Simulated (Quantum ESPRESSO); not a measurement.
A self-consistent single point of Al3Pt5 (Pbam, 16 atoms in the cell) with Quantum ESPRESSO.

Level of theory: PBEsol, GBRV 1.5 ultrasoft (PBESOL) pseudopotentials (plane waves; Quantum ESPRESSO 7.5).

```
Al3Pt5
1.0
    5.42852     0.00000     0.00000
    0.00000    10.79197     0.00000
    0.00000     0.00000     3.97142
Al Pt
6 10
Direct
  0.18374   0.63932   0.50000
  0.81626   0.36068   0.50000
  0.68374   0.86068   0.50000
  0.31626   0.13932   0.50000
  0.50000   0.50000   0.00000
  0.00000   0.00000   0.00000
  0.29188   0.39266   0.50000
  0.70812   0.60734   0.50000
  0.79188   0.10734   0.50000
  0.20812   0.89266   0.50000
  0.43102   0.73138   0.00000
  0.56898   0.26862   0.00000
  0.93102   0.76862   0.00000
  0.06898   0.23138   0.00000
  0.50000   0.00000   0.00000
  0.00000   0.50000   0.00000
```

Reference input (self-consistent single point, DFT, PBEsol, plane waves, GBRV 1.5 ultrasoft (PBESOL) pseudopotentials): ecutwfc = 40 Ry; ecutrho = 320 Ry; occupations = smearing; smearing = cold; degauss = 0.0099958 Ry; potentials = {Al: al_pbesol_v1.uspp.F.UPF, Pt: pt_pbesol_v1.4.uspp.F.UPF}; K_POINTS = automatic 4 2 5 0 0 0; conv_thr = 1e-10 Ry; mixing_beta = 0.5. This run's input differs from it in these lines:

```diff
@@ -17,3 +17,3 @@
  smearing = 'cold',
- degauss = 0.0099958,
+ degauss = 0.0073499,
 /
@@ -48,3 +48,3 @@
 K_POINTS {automatic}
-4 2 5  0 0 0
+5 3 7  0 0 0
```

Output (repeated stretches shortened):

```
     Self-consistent Calculation

     iteration #  1     ecut=    40.00 Ry     beta= 0.50

     negative rho (up, down):  1.711E+00 0.000E+00

     total energy              =   -2140.14308096 Ry
     estimated scf accuracy    <      16.86082302 Ry

     iteration #  2     ecut=    40.00 Ry     beta= 0.50

     negative rho (up, down):  1.740E+00 0.000E+00

     total energy              =   -2145.32246679 Ry
     estimated scf accuracy    <       7.55454479 Ry

     iteration #  3     ecut=    40.00 Ry     beta= 0.50

     negative rho (up, down):  1.735E+00 0.000E+00

     total energy              =   -2146.49993991 Ry
     estimated scf accuracy    <       0.34107510 Ry

   [... 9 blocks of this kind left out ...]

     iteration # 13     ecut=    40.00 Ry     beta= 0.50

     negative rho (up, down):  1.723E+00 0.000E+00

     total energy              =   -2146.57970000 Ry
     estimated scf accuracy    <          1.4E-10 Ry

     iteration # 14     ecut=    40.00 Ry     beta= 0.50

     negative rho (up, down):  1.723E+00 0.000E+00
     End of self-consistent calculation

     the Fermi energy is    18.3067 ev

!    total energy              =   -2146.57970000 Ry
     estimated scf accuracy    <          1.6E-12 Ry
     smearing contrib. (-TS)   =      -0.00021997 Ry
     internal energy E=F+TS    =   -2146.57948003 Ry

     convergence has been achieved in  14 iterations

     negative rho (up, down):  1.723E+00 0.000E+00

     Forces acting on atoms (cartesian axes, Ry/au):

     atom    1 type  1   force =    -0.00073506    0.00107733   -0.00000000
     atom    2 type  1   force =     0.00073506   -0.00107733    0.00000000
     atom    3 type  1   force =    -0.00073506   -0.00107733    0.00000000
     atom    4 type  1   force =     0.00073506    0.00107733   -0.00000000
     atom    5 type  1   force =     0.00000000    0.00000000    0.00000000
   [... lines left out ...]
     Total force =     0.012667     Total SCF correction =     0.000005
   [... lines left out ...]

     negative rho (up, down):  1.723E+00 0.000E+00
          total   stress  (Ry/bohr**3)                   (kbar)     P=      -31.40
  -0.00022137   0.00000000   0.00000000          -32.56        0.00        0.00
   0.00000000  -0.00019857   0.00000000            0.00      -29.21        0.00
   0.00000000   0.00000000  -0.00022034            0.00        0.00      -32.41

   JOB DONE.
```

The run converged in 14 iterations. Against the reference run the free energy stays essentially unchanged (within 1 meV/atom), the pressure stays near -3.14 GPa while the yy stress (positive for compression) goes from -2.55 to -2.92 GPa and the largest force goes from 0.171 to 0.129 eV/Å.

The starting cell comes from a database of computed structures (which also holds hypothetical and non-ambient phases and stackings), without a prior relaxation at this level. Spin polarisation is off. With a pressure of about -3 GPa the cell is away from its equilibrium volume at this level.

Cost on one core of a shared machine: roughly 9 min.
